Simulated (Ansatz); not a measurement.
## BN: energy against strain

BN (layered hexagonal, P6_3/mmc, 8.679 Å³/atom at rest, c along z) under a strain ε along a direction in the basal plane (axis x), the other axes held. PBEsol-D3(BJ) in Ansatz, a plane-wave DFT program (PAW, default set), 420 eV, 15×15×5 Γ-centred mesh, Fermi-Dirac smearing 0.05 eV; ions are relaxed within the symmetry of each cell.

Here s stands for strain and y for E less E0.

| strain (%) | E less E0 (meV/atom) |
|---|---|
| -3.00 | ? |
| -1.20 | 3.64 |
| -0.60 | 0.90 |
| 0.00 | 0.00 |
| 0.60 | 0.88 |
| 1.20 | 3.48 |

Task: Fit y against s with a parabola, and predict the withheld value at s = -3.00.

Result: Least squares gives y = 0.000 - 0.0567·s + 2.4722·s². Residuals (row less fit): 0.012, -0.024, 0.000, 0.024, -0.012; standard error 0.027 (degrees of freedom: 2). Twice the quadratic coefficient over the volume, 2 × 2.4722 meV × 10⁴ × 0.1602 / 8.679 Å³, is the elastic constant C11 = 913 ± 7 GPa. At the withheld row, y = 0.000 - 0.0567 × (-3.0) + 2.4722 × (-3.0)² = 22.420 meV/atom. The calculation gives 23.44 meV/atom, 1.020 meV/atom above the prediction (4.4 % of the range of y in the table). The row lies outside the fitted rows, so this is an extrapolation. From the scatter of the fitted rows alone, a prediction at this place has a standard error of 0.173 meV/atom, so the miss is 5.9 times that.

One order more, fitted to all 11 runs of the series, follows each within 0.01, so the miss is the next term of a smooth law. Rows are the converged runs of the series near zero and its far end; series whose fitted rows scatter by over a few per cent of the range, as at a crossing or softening among them, aren't shown in this form. Most that stay on the fit to the last digits aren't either.
